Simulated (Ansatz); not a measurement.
```yaml
crystal:
  lattice:
    - [13.50000, 0.00000, 0.00000]
    - [0.00000, 11.00000, 0.00000]
    - [0.00000, 0.00000, 4.29003]
  atoms:
    - { symbol: La, position: [0.43522, 0.50000, 0.00000] }
    - { symbol: La, position: [0.56478, 0.50000, 0.50000] }
```

All values below come from PBE (plane waves to 420 eV, PAW; Ansatz, an electronic-structure program). Mesh 1×1×58. No spin polarisation. Periodic along z alone, with about 11 Å of vacuum beside it. A hypothetical model. It keeps the symmetry and period of its start, so it need not be a minimum against all distortions. Pairing along the axis, which can open a gap, is among the distortions not tried. On relaxing, bonds broke or formed, so the name tells the start alone. Buckling under compression is shut out by symmetry and the short period.

**Question.** Give the properties of this body.

**Answer.** 
| Quantity | Value |
|---|---|
| PBE gap | none (under 0.01 eV) |
| crossings of the Fermi level between Γ and the zone edge (49 points) | 4, each for both spins (ideal conductance 4 × 2e²/h) |
| axial stiffness dF/dε | 11 nN |
